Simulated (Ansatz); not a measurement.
Take Mg in the hcp (Mg type) structure (space group P6_3/mmc, No. 194; relaxed with 0.1 eV smearing) as the base.

```xyz
2
Lattice="3.1751 0.0000 0.0000 -1.5876 2.7497 0.0000 0.0000 0.0000 5.1628" Properties=species:S:1:pos:R:3 pbc="T T T"
Mg     1.5876     0.9166     1.2907
Mg     0.0000     1.8332     3.8721
```

All numbers come from DFT with PBEsol, PAW potentials and a 420 eV plane-wave cutoff in Ansatz (a first-principles code), no spin-orbit coupling.

Before the change:

| Quantity | Value |
|---|---|
| Pressure | 0.0 GPa |
| Band gap | zero |

Perturbation: an isotropic linear strain of +3.00 %; the atoms relax in the strained cell.

Problem. Estimate the effect on the energy relative to the base.

Solution. The energy increases by 19 meV/atom.

Problem. How does this affect the pressure?

Solution. The pressure (mean of the normal stresses, compression positive) goes from zero to -2.8 GPa.

Problem. How does this affect the band gap?

Solution. The band gap is still zero.

Whether these cells are dynamically stable was not tested.
